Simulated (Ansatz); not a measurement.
Pressure series in hypothetical rock salt BeTe

The parent structure is BeTe in the rock salt structure (space group Fm-3m, No. 225; a = 5.3021 Å; a hypothetical phase, not in the database extracts checked).

Cell and atoms are relaxed at each pressure.

Method: Kohn–Sham DFT with the PBEsol functional, run in Ansatz (a first-principles code) with PAW and 420 eV plane waves, spin-orbit coupling left out, earlier PAW set.

```tsv
P (GPa)	V (Å³/atom)
-2.00	19.184
-1.00	18.897
3.01	17.931
7.00	17.173
14.99	16.012
29.99	14.525
50.00	13.217
75.00	12.097
100.00	11.282
```

Fit a third-order Birch–Murnaghan equation of state.

Least squares on P(V) = (3B₀/2)[(V₀/V)^(7/3) − (V₀/V)^(5/3)]·[1 + (3/4)(B₀′ − 4)((V₀/V)^(2/3) − 1)] gives V₀ = 18.63 Å³/atom, B₀ = 74 GPa and B₀′ = 4.0.

Load acts through the strain it causes; cell and atoms are relaxed under it. No phonon test of stability was made. No other phases were tried under pressure. The final runs are not spin-polarised.
